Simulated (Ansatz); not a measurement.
Start from SrCl$_{2}$ in the fluorite structure (space group Fm-3m, No. 225).

```
CELL_PARAMETERS angstrom
      0.00000     3.45392     3.45392
      3.45392     0.00000     3.45392
      3.45392     3.45392     0.00000
ATOMIC_POSITIONS crystal
  Sr 0.00000 0.00000 0.00000
  Cl 0.25000 0.25000 0.25000
  Cl 0.75000 0.75000 0.75000
```

Cartesian axes are those of the cell as printed.

The values are results of PBEsol (Ansatz, a first-principles code), without spin-orbit coupling, not measurements.

Strains are applied to the cell and any free atomic positions relax.

One change was made to it. Results:

```tsv
quantity	base	after
pressure (mean of the normal stresses, compression positive)	0.00 GPa	-0.88 GPa
energy relative to the base (free energy F)	0 meV/atom	+3.7 meV/atom
electron mass	0.37 mₑ (at Γ)	0.33 mₑ along z, 0.41 mₑ across (at Γ)
```

**Question.** What was done to the base?
A. uniaxial strain ε_zz = −1.50 %
B. uniaxial strain ε_zz = −3.00 %
C. uniaxial strain ε_zz = +2.50 %
D. uniaxial strain ε_zz = +2.00 %

**Answer.** C, uniaxial strain ε_zz = +2.50 %. For comparison, the energy relative to the base in the other runs: uniaxial strain ε_zz = −3.00 % gives +6.0 meV/atom; uniaxial strain ε_zz = −1.50 % gives +1.5 meV/atom; uniaxial strain ε_zz = +2.00 % gives +2.4 meV/atom.

The levels and masses belong to the bands next to the band gap. Effective masses come from finite differences of ±0.01 Å⁻¹. Stability against distortions was not tested.
